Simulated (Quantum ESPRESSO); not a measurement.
Worked example: self-consistent single point of Sr2Mg (C2/c, 6 atoms in the cell) in Quantum ESPRESSO.

Level of theory: LDA (PZ), GBRV 1.5 ultrasoft (LDA) pseudopotentials (plane waves; Quantum ESPRESSO).

```
CELL_PARAMETERS angstrom
      5.67594    -3.54461     0.00000
      5.67594     3.54461     0.00000
     -4.62077     0.00000     6.45080
ATOMIC_POSITIONS crystal
  Sr 0.80385 0.53935 0.72850
  Sr 0.19615 0.46065 0.27150
  Sr 0.46065 0.19615 0.77150
  Sr 0.53935 0.80385 0.22850
  Mg 0.91082 0.08918 0.25000
  Mg 0.08918 0.91082 0.75000
```

Reference input (self-consistent single point, DFT, LDA (PZ), plane waves, GBRV 1.5 ultrasoft (LDA) pseudopotentials): ecutwfc = 40 Ry; ecutrho = 200 Ry; occupations = smearing; smearing = mp; degauss = 0.0073499 Ry; potentials = {Sr: sr_lda_v1.uspp.F.UPF, Mg: mg_lda_v1.4.uspp.F.UPF}; K_POINTS = automatic 3 3 3 1 1 1; conv_thr = 1e-08 Ry; mixing_beta = 0.5. This run's input differs from it in these lines:

```diff
@@ -38,3 +38,3 @@
 K_POINTS automatic
-3 3 3  1 1 1
+3 3 3  0 0 0
```

The program printed (abridged):

```
     Self-consistent Calculation

     iteration #  1     ecut=    40.00 Ry     beta= 0.50

---- Real-time Memory Report at c_bands before calling an iterative solver
           337 MiB given to the printing process from OS
           118 MiB allocation reported by mallinfo(arena+hblkhd)
------------------

     Threshold (ethr) on eigenvalues was too large:
     Diagonalizing with lowered threshold

---- Real-time Memory Report at c_bands before calling an iterative solver
           407 MiB given to the printing process from OS
           137 MiB allocation reported by mallinfo(arena+hblkhd)
------------------

   [... lines left out ...]
           424 MiB given to the printing process from OS
           152 MiB allocation reported by mallinfo(arena+hblkhd)
------------------

     negative rho (up, down):  2.633E-01 0.000E+00

     total energy              =    -530.93022370 Ry
     estimated scf accuracy    <       0.00000009 Ry

     iteration #  8     ecut=    40.00 Ry     beta= 0.50

---- Real-time Memory Report at c_bands before calling an iterative solver
           426 MiB given to the printing process from OS
           154 MiB allocation reported by mallinfo(arena+hblkhd)
------------------

     negative rho (up, down):  2.633E-01 0.000E+00
     End of self-consistent calculation

     the Fermi energy is     5.0080 ev

!    total energy              =    -530.93022370 Ry
     estimated scf accuracy    <          6.1E-09 Ry
     smearing contrib. (-TS)   =       0.00014170 Ry
     internal energy E=F+TS    =    -530.93036540 Ry

     convergence has been achieved in   8 iterations

     negative rho (up, down):  2.633E-01 0.000E+00

     Forces acting on atoms (cartesian axes, Ry/au):

     atom    1 type  1   force =    -0.00006973    0.00156824   -0.00045586
     atom    2 type  1   force =     0.00006973   -0.00156824    0.00045586
     atom    3 type  1   force =     0.00006973    0.00156824    0.00045586
     atom    4 type  1   force =    -0.00006973   -0.00156824   -0.00045586
     atom    5 type  2   force =     0.00000000    0.00007639    0.00000000
   [... lines left out ...]
     Total force =     0.003271     Total SCF correction =     0.000123
   [... lines left out ...]

     negative rho (up, down):  2.633E-01 0.000E+00
          total   stress  (Ry/bohr**3)                   (kbar)     P=      -15.45
  -0.00009400   0.00000000   0.00000032          -13.83        0.00        0.05
   0.00000000  -0.00008883  -0.00000000            0.00      -13.07       -0.00
   0.00000032   0.00000000  -0.00013217            0.05        0.00      -19.44

   JOB DONE.
```

The run converged in 8 iterations. Against the reference run the free energy goes up by 6.5 meV/atom, the pressure stays near -1.54 GPa while the xx stress (positive for compression) goes from -1.75 to -1.38 GPa and the largest force goes from 0.093 to 0.042 eV/Å.

The starting cell comes from a database of computed structures (which also holds hypothetical and non-ambient phases and stackings), without a prior relaxation at this level.

Cost on one core of a shared machine: roughly 2 min.
